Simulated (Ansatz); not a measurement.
Pt on the 1x1 (10-10) surface of wurtzite ZnO (cut with top plane O + Zn), one in a 2x1 cell, energies for each (34.7 Å²). Energies are against an atom of fcc Pt, without zero-point or thermal terms; each row is named by its start (#2, #3: further inequivalent places of a kind).

Host crystal: wurtzite ZnO, with a band gap (PBE, scalar-relativistic without spin-orbit coupling).

Computed with PBE (plane waves to 420 eV, PAW; Ansatz, a first-principles code).

Model: 33-atom slab, 9.4 Å thick at the start under the adsorbate (thin: gaps and levels are the slab's own), 3x4x1 mesh, Fermi-Dirac 0.01 eV, dipole correction, 16 atoms held, the rest relaxed; each run with such symmetry as its start has; spin-polarised, no spin-orbit, no U, no dispersion correction.

A negative adsorption energy means that the adsorbate is more stable on the surface than in its reference. Starts that drift may end in the same place. Heights count from the host atoms within 0.3 Å of the top one.

| starting site | E_ads (eV) | height (Å) | nearest host atom (Å) | bonded to | change of the vacuum step (eV) | lateral drift (Å) | moment (μB) |
|---|---|---|---|---|---|---|---|
| top O | 2.71 | 1.53 | O 1.93 | O + Zn | -0.26 | 0.6 | 0.0 |
| top Zn | 2.71 | 1.53 | O 1.93 | O + Zn | -0.25 | 1.2 | 0.0 |
| top Zn #2 | 3.55 | 1.54 | O 2.29 | 2 O + 3 Zn | -0.28 | 1.3 | 0.5 |
| over O at depth 0.9 Å | 3.49 | 1.03 | O 2.05 | O + 3 Zn | -0.47 | 0.5 | 0.0 |
| hollow O-O-Zn-Zn-Zn | 3.55 | 1.54 | O 2.29 | 2 O + 3 Zn | -0.27 | 0.5 | 0.5 |
| hollow beside O | 2.71 | 1.52 | O 1.93 | O + Zn | -0.26 | 0.8 | 0.0 |
| bridge Zn-Zn (span 3.3 Å) | 3.55 | 1.54 | O 2.28 | 2 O + 3 Zn | -0.27 | 1.1 | 0.5 |
| bridge Zn-Zn (span 3.3 Å) #2 | 2.64 | 1.50 | O 1.95 | O + 3 Zn | -0.46 | 1.3 | 0.0 |
